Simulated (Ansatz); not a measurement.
Take Si in the diamond structure (space group Fd-3m, No. 227; a = 5.434 Å) as the base.

The other end (x = 1) is Mg in the diamond structure (space group Fd-3m, No. 227; a hypothetical phase, not in the database extracts checked): 39.01 Å³/atom, gap zero; this end may not be an ambient phase.

Method: PBEsol (Ansatz, a first-principles code, PAW, scalar-relativistic without spin-orbit coupling).

Mg replaces a fraction x of Si; each row is one arrangement (x, atoms in the cell, starting space group or random), fully relaxed.

One change was made to it. Results:

The band gap becomes zero (base: 0.47 eV); the shortest interatomic distance rises by 0.019 Å to 2.372 Å.

**Question.** Which change produced these results?
A) x(Mg) = 0.75, 8 atoms, C2/m
B) x(Mg) = 0.625, 8 atoms, R3m
C) x(Mg) = 0.5, 8 atoms, C2/m

**Answer.** B, x(Mg) = 0.625, 8 atoms, R3m. For comparison, the shortest interatomic distance in the other runs: x(Mg) = 0.75, 8 atoms, C2/m gives 2.763 Å; x(Mg) = 0.5, 8 atoms, C2/m gives 2.506 Å.

These are small ordered cells, not random alloys; other orderings at the same x differ. No phonon test of stability was made. The final runs are not spin-polarised. Under x(Mg) = 0.75, 8 atoms, C2/m and x(Mg) = 0.5, 8 atoms, C2/m the cell changed shape so far that it is another structure.
